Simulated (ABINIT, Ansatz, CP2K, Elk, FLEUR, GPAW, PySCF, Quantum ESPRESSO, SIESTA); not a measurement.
**Si (Fd-3m, 2 atoms in the cell) computed with different codes at matched settings**

Self-consistent single point, at a second geometry (lattice scaled by 0.98). First geometry:

```xyz
2
Lattice="0.0000 2.7257 2.7257 2.7257 0.0000 2.7257 2.7257 2.7257 0.0000" Properties=species:S:1:pos:R:3 pbc="T T T"
Si     1.3628     1.3628     1.3628
Si     0.0000     0.0000     0.0000
```

Shared settings, as Ansatz (a first-principles code) writes them: kpoints.mp_grid.grid = 8 8 8; scf.occupations.method = fermi_dirac; scf.occupations.width = 0.02 eV. Potentials and cutoffs stand in the table.

```tsv
code	model	ΔF from the first geometry (meV/atom)	pressure (GPa)	gap on the mesh (eV)	cutoff
Quantum ESPRESSO	PBE, PseudoDojo standard norm-conserving (PBE) pseudopotentials	28.9	7.22	0.529	40 Ry
CP2K	PBE, GPW, DZVP-MOLOPT-SR-GTH basis, GTH-PBE potentials (GTH_POTENTIALS)	26.9	6.95	0.591	grid 400 Ry
ABINIT	PBE, norm-conserving pseudopotentials (PseudoDojo nc-sr-05 PBE standard)	28.9	7.20	0.529	18 Ha
Ansatz	PBE, default PAW files	29.6	7.32	0.528	default
Elk	PBE, all-electron FP-LAPW, Elk's shipped species files, APW+lo basis with extra local orbitals	30.5	–	0.530	rgkmax 8
SIESTA	GGA PBE, numerical atomic orbitals TZP, PseudoDojo PBE standard norm-conserving potentials (rewritten from UPF to PSML)	35.1	8.18	0.488	grid 350 Ry
FLEUR	PBE, all-electron FLAPW (FLEUR), scalar-relativistic valence	29.6	–	0.532	Kmax 3.9 1/bohr
GPAW	PBE, GPAW PAW datasets PBE (gpaw-data 1.0.1)	31.9	7.68	0.527	550 eV
PySCF	PBE, Gaussian basis gth-dzvp-molopt-sr, GTH pseudopotentials gth-pbe, FFT density fitting with multigrid	26.9	–	0.591	grid 50 Ha
```

A dash marks a value that a program does not give, or that is left out as unsure.

Gaps are read on the mesh.

The spread over the programs that give each value: ΔF from the first geometry within 8.2 meV/atom; pressure within 1.23 GPa; gap on the mesh within 0.103 eV.

CP2K, SIESTA and PySCF use small atom-centred bases, whose incompleteness enters pressures, forces and empty levels differently from a plane-wave cutoff. Elk and FLEUR treat all electrons, but the usual bases taken here (sphere radii, linearisation, local orbitals, empty states) were not tested for convergence, so the values are no reference for the others. Ansatz's pressure is given at a fixed set of plane waves, as the other plane-wave codes print theirs.

The starting cell comes from a database of computed structures (which also holds hypothetical and non-ambient phases and stackings), without a prior relaxation at this level. Its lattice was rescaled by a random factor within 2.5 % of one. For this run, on top of that: lattice scaled by 0.98.

Keys are those of Ansatz 0.2.
